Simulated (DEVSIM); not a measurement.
System: Mo/SiO2/n-GaSb capacitor, at 400 K.

```csv
layer (left to right),material,thickness (nm),Nd (cm⁻³)
1,SiO2,49.0,-
2,GaSb,2600,5.5e16
```

Metal gate on the left, work function 4.6 eV. Fixed charge at the semiconductor interface 0 cm⁻² (in units of +e); no interface traps.

This is a model device: material constants are rounded textbook-type values typed into the input, and sizes, dopings and lifetimes were drawn at random. Values at 300 K; Nc and Nv go as T^1.5, mobilities as T to minus their exponent, the gap by Varshni's rule with the affinity fixed.

| parameter | SiO2 | GaSb |
|---|---|---|
| gap (eV) | 9 | 0.726 |
| affinity (eV) | 0.9 | 4.06 |
| permittivity | 3.9 | 15.7 |
| Nc (cm⁻³) | - | 2.1e17 |
| Nv (cm⁻³) | - | 1.8e19 |
| Varshni α (eV/K) | - | 0.00042 |
| Varshni β (K) | - | 140 |

DEVSIM, 1D Poisson equation in equilibrium, Boltzmann statistics, complete ionisation; no quantum confinement or tunnelling. Metal contacts follow the ideal Schottky-Mott rule: no Fermi-level pinning, no interface dipoles.

Base results: minimum of the low-frequency capacitance (μF/cm²) 0.0486; flat-band voltage (V) 0.48; capacitance of the dielectric stack (μF/cm²) 0.0705.

**Question.** What follows from this one change: substrate doping 5.5e+16 → 1.1e+17 cm^-3?

**Answer.** minimum of the low-frequency capacitance 0.0486 → 0.0525 μF/cm²; flat-band voltage 0.48 → 0.50 V; capacitance of the dielectric stack little changed (0.0705 μF/cm²).

**Question.** What follows from this one change: interface trap density 0 → 1e+11 cm^-2 eV^-1?

**Answer.** minimum of the low-frequency capacitance 0.0486 → 0.0500 μF/cm²; flat-band voltage 0.48 → 0.54 V; capacitance of the dielectric stack little changed (0.0705 μF/cm²).

**Question.** What follows from this one change: temperature 400 → 500 K?

**Answer.** minimum of the low-frequency capacitance 0.0486 → 0.0537 μF/cm²; flat-band voltage 0.48 → 0.45 V; capacitance of the dielectric stack little changed (0.0705 μF/cm²).
